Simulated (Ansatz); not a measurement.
A periodic model of amorphous Hf27O45N6:

```xyz
78
Lattice="10.1449 0.0611 -0.0396 0.0611 9.8608 -0.0207 -0.0396 -0.0207 9.7563" Properties=species:S:1:pos:R:3 pbc="T T T"
Hf     3.3396     6.1196     0.8060
Hf     4.1879     9.3227     1.1669
Hf     1.0344     6.7962     7.3924
Hf     3.2861     0.2842     7.0306
Hf     2.4869     3.5693     6.2929
Hf     6.2444     4.1170     8.4019
Hf     7.6700     0.2537     2.4297
Hf     1.6536     3.7626     3.0275
Hf     9.3191     4.4449     6.3361
Hf     0.0108     1.4369     5.0471
Hf     9.5608     7.1521     0.7307
Hf     2.7568     2.2132     0.1084
Hf     5.7458     8.7314     4.8162
Hf     6.5051     2.2268     5.2931
Hf     4.3045     6.4687     7.1482
Hf     8.2039     4.1603     3.2003
Hf     7.4728     7.4872     7.4337
Hf     1.0174     9.5011     2.2438
Hf     5.6015     3.1644     1.6865
Hf     9.2895     3.6328     0.0656
Hf     2.3248     7.3099     4.4827
Hf     8.8732     7.3439     3.9926
Hf     9.5476     0.4166     8.7593
Hf     6.5898     6.2705     1.1851
Hf     6.3122     0.8526     8.8235
Hf     4.4529     5.0188     4.2704
Hf     3.3404     1.1315     3.9450
O      4.4615     4.3585     6.4411
O      2.6763     6.4763     8.6567
O      9.4663     0.1124     3.6582
O      9.1657     6.3756     7.1989
O      2.5657     8.2878     6.7025
O      9.8203     3.6126     2.1620
O      2.1793     0.3676     0.7684
O      2.5400     5.7958     6.0115
O      6.1688     3.9015     4.0585
O      2.4936     5.6820     3.1931
O      0.1078     5.4028     0.1405
O      4.2415     0.2285     8.8989
O      5.4572     8.2101     7.0840
O      2.0652     1.4210     5.7037
O      0.9357     4.5023     7.3622
O      7.2354     2.2785     2.4680
O      7.6785     7.1589     9.5600
O      7.1261     8.2735     2.9886
O      6.4041     5.7788     7.1756
O      8.6436     5.4615     4.7221
O      2.8843     2.2821     7.8719
O      2.5571     7.9028     1.4801
O      7.7674     9.4687     8.0736
O      2.5342     3.9999     1.0622
O      4.8901     5.4993     9.1718
O      9.9428     0.8125     6.8554
O      4.9256     5.0973     2.1451
O      8.3237     3.9572     8.0227
O      0.5425     2.1172     9.4800
O      6.3385     2.2910     7.2945
O      5.0617     2.7080     9.5294
O      4.9446     7.4867     0.9478
O      0.7483     3.6027     4.9555
O      0.2014     8.1850     8.8032
O      0.2884     7.5694     2.6328
O      4.6195     9.4369     3.1411
O      9.3574     9.5155     1.0735
O      1.3800     1.6495     3.0643
O      6.9399     0.5559     4.3775
O      8.0878     1.7266     9.5003
O      0.4767     7.2597     5.3299
O      6.1983     0.1529     0.9590
O      2.1614     9.2485     3.9333
O      7.6231     8.0217     5.4912
O      4.0251     1.7442     1.8959
N      3.3253     3.2701     4.1971
N      8.3028     6.1077     2.3164
N      8.4824     2.7921     5.1402
N      4.6354     0.6619     5.5991
N      7.1560     4.2693     0.6756
N      4.4911     7.0066     4.8355
```

All values below come from PBE, scalar-relativistic without spin-orbit coupling (plane waves to 420 eV, PAW; Ansatz, a quantum-chemistry and plane-wave program).

Preparation: random packing, a CHGNet melt and quench, and a DFT relaxation. O and N atoms were pushed apart under 1.9 Å during the dynamics, to hinder bonds among them. The hot cell started wider than the set density and was brought back towards it in steps. It is the lowest in DFT energy of 4 quenches. It is a model cell: composition and starting density were chosen by hand, and all elements were melted together. No dispersion term was used. Its density started from a set value of 9.29 and ended at 9.57 g/cm³. The simulated quench (nominally 91 K/ps over its main leg) is rapid and tends to freeze in more defects than a deposited or slowly cooled glass has. Values belong to this one cell and scatter from quench to quench. Volume and shape were free in the relaxation. Stress components on the final sampling reach 0.9 GPa. Cycles of charging lowered its energy after that relaxation.

Neighbours within Hf-Hf 3.34 Å, Hf-O 2.86 Å, Hf-N 2.90 Å, O-O 1.58 Å, O-N 1.64 Å, N-N 1.70 Å count as bonded. Two cations that share two anions don't count as bonded, nor two that share one unless they lie closer than Hf-Hf 3.25 Å.

Give the coordination numbers, mean bond lengths and angles.


```json
{
  "Mean coordination of Hf by anions": "6.52 (2 with 5, 10 with 6, 14 with 7, 1 with 8)",
  "Mean coordination of O": "3.36 (2 with 2, 26 with 3, 16 with 4, 1 with 5)",
  "Mean coordination of N": "4.17 (5 with 4, 1 with 5)",
  "Mean Hf-O bond": "2.178 Å (spread 0.163 Å, 151 counted)",
  "Mean Hf-N bond": "2.208 Å (spread 0.154 Å, 25 counted)",
  "Bond angle at Hf": "mean 101.9°, spread 29.5°",
  "Bond angle at O": "mean 112.6°, spread 18.4°",
  "Bond angle at N": "mean 108.3°, spread 19.2°"
}
```

List the pairs of like atoms that count as bonded by the rules above.

There are none by these rules.

What Bader charges do the atoms carry, from a run on the zone centre alone?

Means (range): Hf +2.57 e (+2.47 to +2.64), O -1.31 e (-1.37 to -1.26), N -1.69 e (-1.72 to -1.66).
```csv
atom,charge (e)
Hf1,+2.63
Hf2,+2.61
Hf3,+2.64
Hf4,+2.49
Hf5,+2.58
Hf6,+2.57
Hf7,+2.63
Hf8,+2.57
Hf9,+2.56
Hf10,+2.54
Hf11,+2.53
Hf12,+2.61
Hf13,+2.56
Hf14,+2.49
Hf15,+2.56
Hf16,+2.49
Hf17,+2.64
Hf18,+2.60
Hf19,+2.51
Hf20,+2.62
Hf21,+2.58
Hf22,+2.59
Hf23,+2.61
Hf24,+2.48
Hf25,+2.61
Hf26,+2.47
Hf27,+2.50
O28,-1.32
O29,-1.29
O30,-1.33
O31,-1.29
O32,-1.33
O33,-1.33
O34,-1.29
O35,-1.33
O36,-1.35
O37,-1.34
O38,-1.26
O39,-1.34
O40,-1.33
O41,-1.32
O42,-1.27
O43,-1.31
O44,-1.31
O45,-1.31
O46,-1.29
O47,-1.28
O48,-1.29
O49,-1.30
O50,-1.30
O51,-1.33
O52,-1.33
O53,-1.26
O54,-1.36
O55,-1.29
O56,-1.32
O57,-1.31
O58,-1.32
O59,-1.28
O60,-1.35
O61,-1.34
O62,-1.32
O63,-1.29
O64,-1.37
O65,-1.34
O66,-1.27
O67,-1.31
O68,-1.30
O69,-1.32
O70,-1.31
O71,-1.30
O72,-1.36
N73,-1.71
N74,-1.66
N75,-1.69
N76,-1.68
N77,-1.70
N78,-1.72
```
